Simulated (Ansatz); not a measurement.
We consider 1T (CdI2-type) TiI2, described by r²SCAN-D4 in Ansatz (PAW).

Numerical settings: plane-wave cutoff 560 eV, 18×18×8 k mesh (along the axes of the cell as run), Fermi–Dirac smearing 0.05 eV, no spin polarisation, scalar-relativistic PAW data made under PBE.

Energies at three volumes about the minimum:

```tsv
V (Å³/atom)	E − E_lowest (meV/atom)
29.878	0.77
30.487	0.00
31.097	0.65
```

**Question.** Fit a parabola by hand: where is the minimum, and what is the bulk modulus?

**Answer.** Slopes: (0.00 − 0.77)/(30.487 − 29.878) = -1.264 and (0.65 − 0.00)/(31.097 − 30.487) = 1.066 meV/Å³. Curvature E″ = 2 × (1.066 − (-1.264))/(31.097 − 29.878) = 3.823 meV/Å⁶. From the middle of the first interval, the slope vanishes at V0 = 30.1825 − (-1.264)/3.823 = 30.513 Å³/atom. B = V0 E″ = 30.513 × 3.823 meV/Å³ × 0.1602 GPa per meV/Å³ = 18.7 GPa. The full Birch–Murnaghan fit to all volumes gives V0 = 30.488 Å³/atom and B0 = 18.5 GPa.

Shape and atoms are relaxed at each volume.

Note: the run has no spin polarisation, so it can have missed a magnetic state; the volume lies 8 % below that of the published cell; the bulk modulus comes from volumes at which shape and atoms were relaxed; functionals without U or exact exchange can leave correlated insulators metallic, so the missing gap need not be real.

Ansatz is an electronic-structure program.
